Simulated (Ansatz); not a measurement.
The decay constant κ of evanescent states in the gap governs leakage through a thin film.

```xyz
4
Lattice="3.0735 0.0000 0.0000 0.0000 5.0453 0.0000 1.5368 0.0000 2.6617" Properties=species:S:1:pos:R:3 pbc="T T T"
Si     1.5368     2.5246     0.8872
Si     3.0735     0.0020     1.7745
C      1.5368     0.6286     0.8872
C      3.0735     3.1513     1.7745
```

The cell is taken as given.

Transport runs along the normal of the first two printed cell vectors, the (100) plane of the conventional cell.

No gap correction and no spin-orbit coupling; mid-gap is the computed energy nearest the middle.

### Question
Give the band gap and the smallest decay constant κ at mid-gap that r2SCAN in Ansatz (a program for electronic structure) yields.

### Answer
Gap 2.65 eV on a 12×6×12 mesh; κ = 0.258 1/Å, at (0.500, 0.000) of the in-plane reciprocal vectors. At the zone centre the slowest state has κ = 0.28 1/Å.
